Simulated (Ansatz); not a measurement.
For CaMoO4 (I4₁/a, No. 88), LDA in Ansatz (PAW) gives:

- lattice parameter a: 5.135 Å
- lattice parameter c: 11.064 Å
- enthalpy of formation: -2.851 eV/atom

Q: What does r²SCAN+rVV10 in Ansatz (plane waves, PAW) give for the same quantities?

A: 
- lattice constant a: 5.202 Å (rises by 1.3 %)
- lattice parameter c: 11.304 Å (increases by 2.2 %)
- formation enthalpy: -2.795 eV/atom (moves by +0.056 eV/atom)

Changes are worked out from the printed values.

Unless a cell is named, each level is at its own relaxed cell (LDA 12.16, r²SCAN+rVV10 12.75 Å³/atom).

Ansatz's density-functional and Hartree–Fock values are scalar-relativistic unless marked +SOC, with PAW data made under PBE.

Ansatz is a program for electronic structure.
